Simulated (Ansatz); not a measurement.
# Smallest direct gap on the k points sampled of MgO (Pm-3n, No. 223, 12 atoms in the cell; start mp-1101930; a measured phase of this formula has another space group) at several levels of theory

No measured value is used here.

```
level (code)          value (eV)
--------------------  ----------
LDA (Ansatz)                2.79
PBEsol (Ansatz)             2.84
r²SCAN (Ansatz)             3.38
HSE06 (Ansatz)        (withheld)
G0W0@PBEsol (Ansatz)        5.55
```

Problem. Fill in the missing entries.

Solution. 
- HSE06 (Ansatz, a program for electronic structure), value (eV): 4.49

Computed values are for a static lattice.  Values are at the PBEsol cell. Cutoffs and k meshes differ between the levels. Ansatz's density-functional and Hartree–Fock values are scalar-relativistic unless marked +SOC, with PAW data made under PBE.

A start named mp-… is a Materials Project structure, which need not be a measured phase.
